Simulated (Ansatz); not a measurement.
Density of states of YCo₃B₂ (P6/mmm) near the Fermi level, Ansatz (a quantum-chemistry and plane-wave program) with PBEsol, rigid bands.

```csv
E − E_F (eV),states/eV/cell
-1.95,4.40
-1.85,3.42
-1.75,4.68
-1.65,6.99
-1.55,6.52
-1.45,6.17
-1.35,7.39
-1.25,9.74
-1.15,10.3
-1.05,13.4
-0.95,11.4
-0.85,9.51
-0.75,9.22
-0.65,8.88
-0.55,10.5
-0.45,8.31
-0.35,5.83
-0.25,5.49
-0.15,4.14
-0.05,3.00
0.05,2.85
0.15,2.73
0.25,2.19
0.35,1.97
0.45,1.80
0.55,1.71
0.65,2.11
0.75,2.16
0.85,2.60
0.95,3.03
1.05,3.19
1.15,3.59
1.25,4.37
1.35,5.28
1.45,5.02
1.55,4.10
1.65,6.71
1.75,4.37
1.85,3.29
1.95,3.12
```

Question: With 6 atoms a cell, what bare Sommerfeld coefficient γ = (π²/3) k_B² N(E_F) follows?

Answer: N(E_F) ≈ 2.9 states/eV a cell at 300 K, so γ ≈ 1.14 mJ/(mol of atoms·K²), before many-body enhancement (phonons, spin fluctuations, correlation).

Question: How far does the Fermi level move in a rigid band for 0.1 electron a cell added or removed?

Answer: 35 meV and -34 meV.

A metal at this level (no band gap); rigid bands, thermally averaged at 300 K, both spins. Spin-orbit coupling is left out. Geometry: cell and atoms relaxed with PBEsol.

Formula and space group known from diffraction (Crystallography Open Database), not checked to be the room-temperature form: YCo3B2 (P6/mmm). Treated as nonmagnetic (a ferromagnetic start lost its moment, other orders weren't tried): YCo3B2 (P6/mmm).
